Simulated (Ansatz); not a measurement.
The parent structure is GaP in the zinc blende structure (space group F-43m, No. 216; a = 5.506 Å).

The values are results of PBE in Ansatz (plane waves to 420 eV, PAW, no SOC), not measurements.

One change was made to it. Results:

```json
[
 {"quantity": "density", "base": "4.01 g/cm³", "after": "5.06 g/cm³"},
 {"quantity": "gap character", "base": "direct at Γ", "after": "indirect, Γ → Γ–X (88 % along)"}
]
```

Problem. Which change produced these results?
A) pressure 30 GPa
B) pressure −1 GPa
C) pressure 4.5 GPa
D) pressure 9 GPa
E) pressure 0.9 GPa

Solution. A, pressure 30 GPa. For comparison, the gap character in the other runs: pressure 9 GPa gives indirect, Γ → Γ–X (87 % along); pressure 4.5 GPa gives indirect, Γ → Γ–X (87 % along); pressure −1 GPa gives direct at Γ; pressure 0.9 GPa gives indirect, Γ → L.

Load acts through the strain it causes; cell and atoms are relaxed under it. No phonon test of stability was made. The real GaP has an indirect gap at ambient pressure; PBE orders its close-lying valleys differently. Measured, GaP leaves this structure (for a Cmcm phase) near 26 GPa (temperature not stated; as listed in Datta, Sujoy, Jana, Debnarayan, arXiv (2020)).

Ansatz is a quantum-chemistry and plane-wave program.
